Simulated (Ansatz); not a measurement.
SrO under load (space group Fm-3m), Ansatz (an electronic-structure program) with r2SCAN, rigid bands. Condition of this run: hydrostatic pressure of 7.2 GPa (compression positive) (the target of the relaxation). Band gap 3.75 eV, N_c = 3.20e19 cm⁻³ and N_v = 5.75e20 cm⁻³ at 300 K, conductivity masses of 0.497 mₑ (electrons) and 1.28 mₑ (holes). Take k_BT = 0.02585 eV.

Find the intrinsic carrier density and the intrinsic Fermi level.

n_i = √(N_c N_v) exp(−E_g/2k_BT) = 1.36e20 × exp(−72.53) = 4.3e-12 cm⁻³. The level lies (k_BT/2) ln(N_v/N_c) = 37 meV from mid-gap (positive towards the conduction band). Each 0.1 eV added to the gap lowers n_i by a factor of 6.9.

What thermal injection velocity √(2k_BT/πm) limits a ballistic channel?

7.63e6 cm/s for electrons and 4.76e6 cm/s for holes, a ratio of √(m_h/m_e) = 1.60, for dilute carriers.

A film of it is 5 nm thick. Estimate the confinement energies in an infinite well.

ħ²π²/(2m t²) = 0.376 eV·nm²/(m/mₑ × t²) gives 30.3 meV for electrons and 11.8 meV for holes, so the gap would widen to about 3.79 eV. Finite barriers and nonparabolic bands lower this, and with several valleys or bands the heaviest mass along the normal sets the lowest level, not this average.

Rigid bands with the computed gap; masses take one relaxation time for all states. Spin-orbit coupling is left out; where it splits the top of the valence band, N_v and the p-type Seebeck coefficient come out somewhat high without it. Geometry: cell and atoms relaxed with PBEsol.
